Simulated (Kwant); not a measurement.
Device: wire with a row of barriers in a GaN two-dimensional gas. Effective mass 0.22 mₑ, grid spacing 4 nm, hard walls, nominal width 80 nm (19 grid rows, so walls 80 nm apart), one parabolic valley, scattering region 400 nm long along x; energies count from the band bottom; Fermi energy swept from 0.00021365 to 0.0025371 eV. 2 barrier(s) across the wire, height 0.0035 eV, thickness 12 nm (about 3 grid columns), spaced by 32 nm.

Constants are typed, rounded textbook-type inputs, not results; the design itself was drawn at random and stands for no fabricated device.

Computed with Kwant: effective-mass tight-binding model on a square grid, one spin, coherent transport at 0 K. Conductance is in e²/h.

| E (meV) | A | B | C | D | E |
|---|---|---|---|---|---|
| 0.2136 | 0 | 0 | 0 | 0 | 0 |
| 0.3452 | 7.2e-5 | 0.00045 | 0.00016 | 0.0016 | 2.8e-5 |
| 0.4767 | 0.00038 | 0.0027 | 0.00086 | 0.011 | 0.00014 |
| 0.6228 | 0.0016 | 0.014 | 0.0039 | 0.066 | 0.00057 |
| 0.7543 | 0.0066 | 0.078 | 0.018 | 0.46 | 0.0020 |
| 0.8859 | 0.044 | 0.84 | 0.17 | 0.83 | 0.010 |
| 1.032 | 0.75 | 0.30 | 0.40 | 0.33 | 0.42 |
| 1.163 | 0.077 | 0.14 | 0.095 | 0.23 | 0.069 |
| 1.295 | 0.036 | 0.10 | 0.056 | 0.21 | 0.022 |
| 1.441 | 0.028 | 0.11 | 0.048 | 0.28 | 0.014 |
| 1.573 | 0.032 | 0.21 | 0.067 | 0.86 | 0.014 |
| 1.704 | 0.098 | 1.10 | 0.35 | 0.93 | 0.026 |
| 1.850 | 0.42 | 0.37 | 0.32 | 0.60 | 1.01 |
| 1.982 | 0.094 | 0.28 | 0.14 | 0.59 | 0.062 |
| 2.113 | 0.072 | 0.30 | 0.13 | 0.67 | 0.035 |
| 2.259 | 0.078 | 0.38 | 0.16 | 0.83 | 0.033 |
| 2.391 | 0.098 | 0.50 | 0.21 | 1.00 | 0.038 |
| 2.537 | 0.14 | 0.71 | 0.31 | 1.18 | 0.051 |

Q: Column A is the base. The others each differ by one change: barrier height 0.0035 → 0.0018 eV; barrier height 0.0035 → 0.0024 eV; barrier height 0.0035 → 0.003 eV; barrier height 0.0035 → 0.0042 eV. Which is which?

A: B: barrier height 0.0035 → 0.0024 eV; C: barrier height 0.0035 → 0.003 eV; D: barrier height 0.0035 → 0.0018 eV; E: barrier height 0.0035 → 0.0042 eV.
